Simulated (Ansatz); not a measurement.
Take Sr in the fcc (Cu type) structure (space group Fm-3m, No. 225; a = 5.923 Å) as the base.

Level of theory: Ansatz (a quantum-chemistry and plane-wave program), PBEsol, PAW, cutoff 420 eV, spin-orbit coupling left out.

Base values:

```
Item       Result
--------  -------
Pressure  0.0 GPa
Band gap     zero
```

One thing is altered: every lattice vector is stretched by 0.50 %; the atoms relax in the strained cell.

### Question
What happens to the pressure?

### Answer
The pressure goes from zero to -0.2 GPa.

### Question
Predict the new energy relative to the base.

### Answer
The energy rises by 0.4 meV/atom.

### Question
How does this affect the band gap?

### Answer
The band gap remains zero.

Stability against distortions was not tested.
